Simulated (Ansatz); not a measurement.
Defect: Ta-vacancy pair (Ta on one host Mo site, one Mo site vacant) in bcc Mo, neutral cell. Method: PBE, PAW (plane waves to 420 eV; Ansatz, a program for electronic structure).

36-site cell at the relaxed PBE lattice, a 2×2×3 k-point mesh shifted by half a step, smearing 0.10 eV, spin-restricted, no finite-size correction. Static, classical nuclei. Spin-orbit coupling is left out. Forms of the defect that were not tried may lie lower.

Barriers: single points on a 3×3×5 k-point mesh shifted by half a step at the bands' geometries (they differ from the bands' own by up to 0.15 eV, and are uncertain by about as much).

The step: direct exchange of Ta with the vacancy (Ta-vacancy distance between ideal sites 2.74 Å throughout). Atoms about the jump, Cartesian Å from the middle of the jump, before and after:

```csv
atom,x0,y0,z0,x1,y1,z1
Ta1,-0.74,-0.74,-0.74,0.74,0.74,0.74
Mo2,0.81,-2.37,0.81,0.78,-2.37,0.78
Mo3,-2.38,0.81,0.81,-2.37,0.78,0.79
Mo4,2.37,-0.78,-0.78,2.37,-0.81,-0.81
Mo5,-0.78,2.37,-0.79,-0.81,2.38,-0.81
Mo6,0.81,0.81,-2.40,0.78,0.78,-2.37
Mo7,-0.78,-0.78,2.37,-0.81,-0.81,2.40
```

**Question.** Where do these atoms stand at the saddle point, and how high is it?

**Answer.** 
```csv
atom,x,y,z
Ta1,0.00,0.00,-0.01
Mo2,0.83,-2.44,0.82
Mo3,-2.45,0.83,0.82
Mo4,2.44,-0.83,-0.84
Mo5,-0.83,2.44,-0.84
Mo6,0.82,0.82,-2.50
Mo7,-0.82,-0.82,2.48
```
It lies 1.10 eV above the start and 1.10 eV above the end. The saddle point's order was not checked, and it lies on a symmetry element of the cell, where a band can be held.
